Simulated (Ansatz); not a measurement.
Consider SiS2 (space group Ibam, No. 72; a = 5.803 Å, b = 9.892 Å, c = 5.546 Å; made of chains).

Method: r2SCAN (Ansatz, a quantum-chemistry and plane-wave program, PAW, without spin-orbit coupling).

Before the change:

| Item | Result |
|---|---|
| Gap character | indirect, Σ₀–Γ (22 % along) → k = (3/8, 3/8, -3/8) in the run's primitive reciprocal basis |
| Band gap | 3.31 eV |
| Width of the top valence band | 0.83 eV |
| Density | 1.92 g/cm³ |

Now apply this change: a hydrostatic pressure of 18 GPa.

Question: Estimate the effect on the gap character.

Answer: The gap character becomes indirect, Σ₀–Γ (18 % along) → Γ (base: indirect, Σ₀–Γ (22 % along) → k = (3/8, 3/8, -3/8) in the run's primitive reciprocal basis).

Question: How does this affect the band gap?

Answer: The band gap falls by 1.283 eV, from 3.31 eV to 2.02 eV.

Question: How does this affect the width of the top valence band?

Answer: The width of the top valence band goes up by 0.50 eV (0.83 eV → 1.33 eV).

Question: What happens to the density?

Answer: The density increases by 1.095 g/cm³, from 1.92 g/cm³ to 3.02 g/cm³.

Load acts through the strain it causes; cell and atoms are relaxed under it. Whether these cells are dynamically stable was not tested. No other phases were tried under pressure. No dispersion term is included, though the crystal is made of layers, chains or molecules, so its spacings can come out too wide.
